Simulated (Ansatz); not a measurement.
**Lattice thermal conductivity of Rb₂NaScF₆ in space group Fm-3m (No. 225)**

Method: the linearised phonon Boltzmann equation (three-phonon plus isotope scattering); PBEsol density-functional theory in Ansatz (plane waves, PAW); third-order constants from a 80-atom supercell out to 4.6 Å, harmonic mesh 4×4×4, k mesh 4×4×4, scattering mesh 11×11×11. The cell is a database entry relaxed within its symmetry; it need not be the phase found at ambient conditions. Unless called populations, κ holds the coherence term between modes besides the Boltzmann populations.

| T (K) | κ (W/m/K) | κ, relaxation time | coherences (mean) |
|---|---|---|---|
| 150 | 2.4 | 2.3 | 0.20 |
| 200 | 1.9 | 1.9 | 0.25 |
| 250 | 1.6 | 1.6 | 0.28 |
| 300 | 1.4 | 1.4 | 0.30 |
| 400 | 1.2 | 1.2 | 0.34 |
| 500 | 1.1 | 1.0 | 0.36 |
| 600 | 0.96 | 0.95 | 0.38 |
| 800 | 0.84 | 0.83 | 0.40 |
| 1000 | 0.76 | 0.75 | 0.41 |

```json
{
 "highest_phonon_frequency": "16.3 THz",
 "exponent n of κ ∝ T⁻ⁿ above 300 K": "0.52"
}
```

Supercell, cutoff and meshes were set by a common rule and not converged for this crystal in particular.

The crystal is held in this phase throughout; melting and phase transitions are not modelled.

The PAW data sets were generated under PBE and serve the other functionals too.

Ansatz is a program for electronic structure.
